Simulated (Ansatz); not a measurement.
Base system: Te (space group P3_121, No. 152; a = 4.521 Å, c = 5.954 Å; made of chains).

Method: PBE in Ansatz (plane waves to 420 eV, PAW, scalar-relativistic without spin-orbit coupling).

For the base:

The shortest interatomic distance comes out as 2.889 Å, the density is 6.03 g/cm³ and the gap character is indirect, L–H (80 % along) → H. The electron mass is 0.065 mₑ along c, 0.046 mₑ across (at H) and the band gap is 0.23 eV.

Modification: Se takes the place of Te on all its sites; the structure is relaxed again.

Tabulated Pauling electronegativity and covalent radius: Te 2.10, 1.38 Å; Se 2.55, 1.20 Å.

**Question.** Estimate the effect on the shortest interatomic distance.

**Answer.** The shortest interatomic distance shrinks by 0.489 Å to 2.400 Å.

**Question.** Estimate the effect on the density.

**Answer.** The density shrinks by 1.64 g/cm³, from 6.03 g/cm³ to 4.39 g/cm³.

**Question.** What happens to the gap character?

**Answer.** The gap character goes from indirect, L–H (80 % along) → H to indirect, L → H.

**Question.** What happens to the electron mass?

**Answer.** The electron mass becomes 0.16 mₑ along c, 0.37 mₑ across (at H) (base: 0.065 mₑ along c, 0.046 mₑ across (at H)).

**Question.** Predict the new band gap.

**Answer.** The band gap goes up by 0.81 eV (0.23 eV → 1.04 eV).

With Te present, leaving out spin-orbit coupling can change the band edges. Effective masses come from finite differences of ±0.01 Å⁻¹. Stability against distortions was not tested. No dispersion term is included, though the crystal is made of layers, chains or molecules, so its spacings can come out too wide. A zero or small gap of Te can be the functional's error rather than a property of the material.

Ansatz is a quantum-chemistry and plane-wave program.
